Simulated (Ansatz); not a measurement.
Si on the Zr site in rock-salt ZrN (start: the Zr site; 64-site cell, 4×4×4 shifted sampling), N-rich (Δμ(Zr) = -3.46 eV, Δμ(Si) = -2.47 eV, bounded by beta Si3N4; only phases computed here count, gases as isolated molecules at 0 K). The numbers are results of PBE, PAW (plane waves to 420 eV; Ansatz, a quantum-chemistry and plane-wave program), not measurements. In charge state 0 (not spin-polarised) the formation energy is 3.84 eV. The crystal has 4.12 × 10^22 Zr sites per cm³.

Estimate the equilibrium concentration at 1100 K in the dilute limit, leaving out vibrational entropy and degeneracy.

kT = 0.0948 eV; c = N exp(−E_f / kT) = 4.12 × 10^22 × exp(−40.5) ≈ 1 × 10^5 cm^-3. An error of 0.2 eV in E_f moves this by a factor of 8.
